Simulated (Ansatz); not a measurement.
Given:

```yaml
crystal:
  lattice:
    - [3.37221, 0.00000, 0.00000]
    - [-1.68610, 2.92042, 0.00000]
    - [0.00000, 0.00000, 13.08948]
  atoms:
    - { symbol: Te, position: [0.66667, 0.33333, 0.38964] }
    - { symbol: Te, position: [0.33333, 0.66667, 0.88964] }
    - { symbol: Te, position: [0.33333, 0.66667, 0.61036] }
    - { symbol: Te, position: [0.66667, 0.33333, 0.11036] }
    - { symbol: Mo, position: [0.66667, 0.33333, 0.75000] }
    - { symbol: Mo, position: [0.33333, 0.66667, 0.25000] }
```

No spin polarisation.

Calculations: PBEsol-D3(BJ) (Ansatz, an electronic-structure program; PAW; 420 eV plane waves; no spin-orbit coupling). Γ-centred 11×11×3 mesh, Fermi–Dirac width 0.05 eV.

Problem. Predict the pressure and space group.

Solution. The pressure (mean of the normal stresses, compression positive) is 4.16 GPa. The space group is P6_3/mmc (No. 194).

The cells carry an imposed strain or load. No phonon test of stability was made. The cell was made from MoTe$_{2}$ (space group P6_3/mmc, No. 194; layered, stacked along the Cartesian z axis) by this change: isotropic strain −1.80 %.
